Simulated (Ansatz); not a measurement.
Partial pair distribution functions of a relaxed model of amorphous Ta16O39, broadened by 0.06 Å; density 7.29 g/cm³. Method: PBE, scalar-relativistic without spin-orbit coupling (plane waves to 420 eV, PAW; Ansatz, a first-principles code). The usual formal charges leave 2 electrons over, so the level spacing at the Fermi energy parts defect or band states and needn't be the band gap.

Preparation: random packing, a CHGNet melt and quench, and a DFT relaxation. O atoms were pushed apart under 1.9 Å during the dynamics, to hinder bonds among them. The hot cell started wider than the set density and was brought back towards it in steps. It is the lowest in DFT energy of 2 quenches. It is a model cell: composition and starting density were chosen by hand, and all elements were melted together. No dispersion term was used. Its density started from a set value of 7.29 and ended at 7.29 g/cm³. The simulated quench (nominally 380 K/ps over its main leg) is rapid and tends to freeze in more defects than a deposited or slowly cooled glass has. A cell of this size samples the disorder only roughly. The volume was held where the preparation left it, at a PBE pressure of 0.0 GPa. Stress components on the final sampling reach 2.6 GPa. On a 2×2×2 Γ-centred mesh force components of up to 0.37 eV/Å stay, since the relaxation ran on the zone centre alone.

```csv
r (Å),g Ta-O,g Ta-Ta,g O-O
1.65,0.01,0.00,0.00
1.75,0.76,0.00,0.00
1.85,5.53,0.00,0.00
1.95,7.83,0.00,0.00
2.05,5.01,0.00,0.00
2.15,2.25,0.00,0.00
2.25,1.21,0.00,0.03
2.35,0.58,0.00,0.34
2.45,0.18,0.00,0.99
2.55,0.01,0.00,1.88
2.65,0.00,0.00,2.43
2.75,0.04,0.00,2.59
2.85,0.17,0.00,2.39
2.95,0.04,0.13,2.22
3.05,0.00,0.96,1.61
3.15,0.04,1.16,1.12
3.25,0.29,0.93,1.00
3.35,0.38,1.37,0.75
3.45,0.40,1.74,0.71
3.55,0.65,1.77,0.76
3.65,1.14,2.47,0.64
3.75,0.91,3.27,0.64
3.85,1.09,2.46,0.76
3.95,1.27,1.23,1.02
4.05,1.28,1.02,0.99
4.15,1.18,1.10,0.71
4.25,1.36,0.74,0.71
4.35,1.77,0.34,0.71
4.45,1.88,0.67,0.70
4.55,1.68,0.55,0.75
4.65,1.42,0.55,0.86
```

Within 2.54 Å each Ta has 5.69 O neighbours on average.
